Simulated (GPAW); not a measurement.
## Worked example: self-consistent single point of SnO2 (R-3m, 3 atoms in the cell) in GPAW

Method of the run: LDA (Perdew-Wang 92), GPAW PAW datasets LDA (gpaw-data 1.0.1) (plane waves; GPAW 25.7.0).

The input file:

```python
from ase import Atoms
from ase.units import GPa
from gpaw import GPAW, PW, FermiDirac

atoms = Atoms(['Sn', 'O', 'O'],
              cell=[[1.617095, 0.933630, 4.800593],
                    [-1.617095, 0.933630, 4.800593],
                    [0.000000, -1.867260, 4.800593]],
              positions=[[0.000000, 0.000000, 7.200890],
                         [-0.000000, -0.000000, 3.415656],
                         [0.000000, 0.000000, 10.986123]],
              pbc=True)

calc = GPAW(mode=PW(900),
            xc='LDA',
            kpts={'size': (12, 12, 12), 'gamma': True},
            occupations=FermiDirac(0.01),
            nbands=-6,
            convergence={'density': 1e-05, 'bands': -4},
            symmetry={'symmorphic': False, 'tolerance': 0.0005},
            maxiter=120)

atoms.calc = calc

energy = atoms.get_potential_energy()
print('Energy (eV):', round(energy, 6))
forces = atoms.get_forces()
print('Forces (eV/Ang):')
print(forces.round(5))
stress = atoms.get_stress()
print('Stress (GPa, Voigt):', (stress / GPa).round(4))
```

Output (repeated stretches shortened):

```
Input parameters:
  convergence: {bands: -4,
                density: 1e-05}
  kpts: {gamma: True,
         size: (12, 12, 12)}
  maxiter: 120
  mode: {ecut: 900.0000000000001,
         name: pw}
  nbands: -6
  occupations: {fixmagmom: False,
                name: fermi-dirac,
                width: 0.01}
  symmetry: {symmorphic: False,
             tolerance: 0.0005}

species:
  Sn:
    name: Tin
    Z: 50.0
    valence: 14
    core: 36
    charge: 0.0
    file: Sn.LDA.gz

    # Using partial waves for Sn as LCAO basis

  O:
    name: Oxygen
    Z: 8.0
    valence: 6
    core: 2
    charge: 0.0
    file: O.LDA.gz

    # Using partial waves for O as LCAO basis

Reference energy: -171921.402948  # eV

Spin-paired calculation

Convergence criteria:
 Maximum [total energy] change in last 3 cyles: 0.0005 eV / valence electron
 Maximum integral of absolute [dens]ity change: 1e-05 electrons / valence electron
 Maximum integral of absolute [eigenst]ate change: 4e-08 eV^2 / valence electron
 Maximum number of scf [iter]ations: 120

Symmetries present (total): 12
Symmetries with fractional translations: 0
1728 k-points: 12 x 12 x 12 Monkhorst-Pack grid + [1/24,1/24,1/24]
189 k-points in the irreducible part of the Brillouin zone
       k-points in crystal coordinates                weights
   0:    -0.00000000   -0.00000000   -0.00000000          1/1728
   1:     0.08333333   -0.00000000   -0.08333333          6/1728
   2:     0.08333333   -0.00000000   -0.00000000          6/1728
   [... 7 lines left out ...]
          ...
 188:     0.50000000    0.50000000    0.50000000          1/1728

Wave functions: Plane wave expansion
  Cutoff energy: 900.000 eV
  Number of coefficients (min, max): 2624, 2689
  Pulay-stress correction: 0.000000 eV/Ang^3 (de/decut=0.000000)

Occupation numbers: Fermi-Dirac:
  width: 0.0100  # eV

Eigensolver

Densities:
  Coarse grid: 36*36*36 grid
  Fine grid: 72*72*72 grid
  Total Charge: 0.000000

Density mixing:
  Method: separate
  Backend: pulay
  Linear mixing parameter: 0.05
  old densities: 5
  Damping of long wavelength oscillations: 50

Hamiltonian:
  XC and Coulomb potentials evaluated on a 72*72*72 grid
  External potential:
    NoExternalPotential

Number of atoms: 3
Number of atomic orbitals: 17
Number of bands in calculation: 19
Number of valence electrons: 26
Bands to converge: 15

Density initialized from atomic densities
  17 bands from LCAO basis set
  2 bands from random numbers

Atomic positions and initial magnetic moments

Positions:
   0 Sn     0.000000    0.000000    7.200890    ( 0.0000,  0.0000,  0.0000)
   1 O     -0.000000   -0.000000    3.415656    ( 0.0000,  0.0000,  0.0000)
   2 O      0.000000    0.000000   10.986123    ( 0.0000,  0.0000,  0.0000)

Unit cell:
           periodic     x           y           z      points  spacing
  1. axis:    yes    1.617095    0.933630    4.800593    36     0.0764
  2. axis:    yes   -1.617095    0.933630    4.800593    36     0.0764
  3. axis:    yes    0.000000   -1.867260    4.800593    36     0.0764

  Lengths:   5.150957   5.150957   5.150957
  Angles:   36.593748  36.593748  36.593755

Effective grid spacing dv^(1/3) = 0.0977

     iter     time        total  log10-change:
                         energy   eigst   dens
iter:   1 --:--:--   -23.933165   +0.47
iter:   2 --:--:--   -23.195161   -0.77  -0.92
iter:   3 --:--:--   -21.359429   -0.60  -0.98
iter:   4 --:--:--   -21.328150   -1.17  -1.33
iter:   5 --:--:--   -21.262422   -2.10  -1.48
iter:   6 --:--:--   -21.256482   -2.60  -2.23
iter:   7 --:--:--   -21.258371c  -3.34  -2.53
iter:   8 --:--:--   -21.255462c  -3.20  -2.42
iter:   9 --:--:--   -21.255003c  -4.63  -2.96
iter:  10 --:--:--   -21.255074c  -4.61  -3.42
iter:  11 --:--:--   -21.254966c  -4.94  -3.20
iter:  12 --:--:--   -21.254966c  -6.72  -3.97
iter:  13 --:--:--   -21.254973c  -5.98  -4.03
iter:  14 --:--:--   -21.254965c  -6.11  -3.89
iter:  15 --:--:--   -21.254965c  -7.95c -4.51
iter:  16 --:--:--   -21.254965c  -7.93c -4.59
iter:  17 --:--:--   -21.254965c  -8.31c -4.77
iter:  18 --:--:--   -21.254965c  -8.40c -4.87
iter:  19 --:--:--   -21.254965c  -9.16c -5.08c

Converged after 19 iterations.

Dipole moment: (0.000000, -0.000000, 0.000003) |e|*Ang

Energy contributions relative to reference atoms: (reference = -171921.402948)

Kinetic:        +23.317246
Potential:      -22.081174
External:        +0.000000
XC:             -22.600127
Entropy (-ST):   -0.000000
Local:           +0.109090
SIC:             +0.000000
--------------------------
Free energy:    -21.254965
Extrapolated:   -21.254965

Showing only first 2 kpts
 Kpt  Band  Eigenvalues  Occupancy
  0    11      1.98609    2.00000
  0    12      2.74834    2.00000
  0    13      4.66136    0.00000
  0    14      8.37801    0.00000

  1    11      1.96950    2.00000
  1    12      2.84366    2.00000
  1    13      5.76645    0.00000
  1    14      9.14442    0.00000

Fermi level: 3.19485

Gap: 1.789 eV
Transition (v -> c):
  (s=0, k=7, n=12, [0.17, -0.00, -0.17]) -> (s=0, k=0, n=13, [-0.00, -0.00, -0.00])
Direct/indirect transitions are different
Direct gap: 1.913 eV
Transition at: (s=0, k=0, n=12, [-0.00, -0.00, -0.00])
Energy (eV): -21.254965

Forces in eV/Ang:
  0 Sn    0.00000    0.00000   -0.00000
  1 O     0.00000   -0.00000   -0.78782
  2 O     0.00000    0.00000    0.78782

Stress tensor:
     0.072395     0.000000     0.000000
     0.000000     0.072395     0.000000
     0.000000     0.000000     0.051177
Stress (GPa, Voigt): [11.599  11.599   8.1994  0.      0.      0.    ]
```

The run converged in 19 iterations. GPAW prints stress with tension positive.

At such cutoffs GPAW's stress carries a finite-basis (Pulay) error, which enters relaxed cells too; its log prints stress with tension positive.

The starting cell comes from a database of computed structures (which also holds hypothetical and non-ambient phases and stackings), without a prior relaxation at this level.

Cost on one core of a shared machine: roughly 7 min.
